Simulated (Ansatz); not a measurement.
Consider CeO$_{2}$ in the fluorite structure (space group Fm-3m, No. 225; a = 5.4374 Å). Axes: x, y, z lie along the cube axes.

Level of theory: r2SCAN (Ansatz, a first-principles code; PAW; 500 eV plane waves; no spin-orbit coupling).

For the base:

```
Quantity                         Value
-----------------------------  -------
Band gap                       2.20 eV
Shortest interatomic distance  2.354 Å
```

It is then changed as follows: a free-standing slab of 3 layers (9 atoms, 3 a layer) is cut normal to [111], with 15 Å of vacuum and the in-plane cell held at bulk.

**Question.** How does this affect the gap character, band gap, excess energy per area of both faces, change of the spacing d12 from its bulk value of 0.785 Å and shortest interatomic distance?

**Answer.** The gap character amounts to indirect, k = (0, 0.300, 0) in the run's primitive reciprocal basis → Γ; the band gap decreases by 0.05 eV (2.20 eV → 2.15 eV); the excess energy per area of both faces (slab less bulk energy over the cell's area: twice a surface energy) is 1.73 J/m²; the change of the spacing d12 from its bulk value of 0.785 Å comes out as -3.3 %; the shortest interatomic distance drops by 0.037 Å (2.354 Å → 2.317 Å).

The excess energy carries the mismatch between the slab's and the bulk's meshes. No phonon test of stability was made. Starting moments died away, wholly or in part, for the base; another magnetic solution may exist. The final runs are not spin-polarised. k-point labels follow each cell's own Brillouin zone.
